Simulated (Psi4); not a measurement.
Psi4 1.11, PBE/def2-svp: V(O)(Cl)2(OMe) (C[O][V](=[O])([Cl])[Cl]), 9 atoms. The geometry is a generated start, not checked to be a minimum at this level.

```yaml
task: energy
method: pbe
basis: def2-svp
memory: 3 GB
maxiter: 100
keys_of_the_molecule_block: symmetry c1
scf_type: df (default)
guess: auto, which took SAD (default)
scf_initial_accelerator: adiis (default)
e_convergence: 1e-06 (default)
d_convergence: 1e-06 (default)
dft_radial_points: 75 (default)
dft_spherical_points: 302 (default)
basis_functions: 124
grid_points: 194250
```

```xyz
9

V      0.4993     0.5506     1.1369
O      1.9865     0.2711     1.2742
Cl    -0.3751    -0.1504     2.8314
Cl     0.2826     2.5693     1.2030
O     -0.2119    -0.0446    -0.1524
C     -0.4888    -0.6721    -1.3322
H     -0.7901     0.0707    -2.0840
H      0.4059    -1.2027    -1.6881
H     -1.3083    -1.3919    -1.1888
```

Charge 0 and multiplicity 1 are set for this test and not shown to be the ground state.

One run each on 2 threads. Values of diis_max_vecs tried: 3, 6, 10 (default), 20.

Task: Which value of diis_max_vecs needs the fewest SCF iterations, and what happens away from it?

Result: Fewest SCF iterations, within one of each other: 6 with 14, 10 (default) with 13, 20 with 13. The count rises to 67 at 3. All converge to one solution.

| diis_max_vecs | SCF iterations | end |
|---|---|---|
| 3 | 67 | same solution |
| 6 | 14 | same solution |
| 10 (default) | 13 | same solution |
| 20 | 13 | same solution |
